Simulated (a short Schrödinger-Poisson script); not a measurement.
From a short Schrödinger-Poisson script (our own, NumPy): one-band effective-mass equation with BenDaniel-Duke matching, electrons, heavy and light holes apart, hard walls at the outer ends, one valence edge for both holes (no strain splitting), no charge, excitons, band mixing or non-parabolicity; under a field the levels are quasi-bound states of a box, listed while three quarters of their weight lies within 4 nm of the wells.

System: single CdTe/Cd0.7Zn0.3Te quantum well.

```csv
layer,material,thickness (nm)
1,Cd0.7Zn0.3Te,20
2,CdTe,6
3,Cd0.7Zn0.3Te,20
```

The device is made up for the run: typed textbook-type constants, with dimensions and the other settings drawn at random. CdTe: direct gap (eV) 1.5, conduction-band edge (eV) 0, electron mass (mₑ) 0.096, heavy-hole mass 0.6, light-hole mass 0.12. Cd0.7Zn0.3Te: direct gap (eV) 1.68, conduction-band edge (eV) 0.144, electron mass (mₑ) 0.1, heavy-hole mass 0.6, light-hole mass 0.13.

The valence-band edge of each layer lies one gap below its conduction-band edge. The electron's potential energy rises along the stack by the applied field. Mesh 0.03 nm at interfaces.

Gate and field steps stay those of the base.

One input was changed, with this effect: shift of e1-hh1 at 13.5 kV/cm little changed (-0.3 meV); hh1 − lh1 10.9 → 17.3 meV; e1-hh1 transition at zero applied field 1.551 → 1.548 eV; squared e1-hh1 overlap at zero applied field 0.99 → 0.94.

### Question
Which change was it?
A. well width 6 → 7.5 nm
B. conduction-band offset 0.144 → 0.11 eV
C. heavy-hole mass in the well 0.6 → 0.36 mₑ
D. electron mass in the well 0.096 → 0.12 mₑ

### Answer
B, conduction-band offset 0.144 → 0.11 eV

Excitons are left out, and strain enters only through the typed gaps and offsets, so measured lines lie elsewhere.
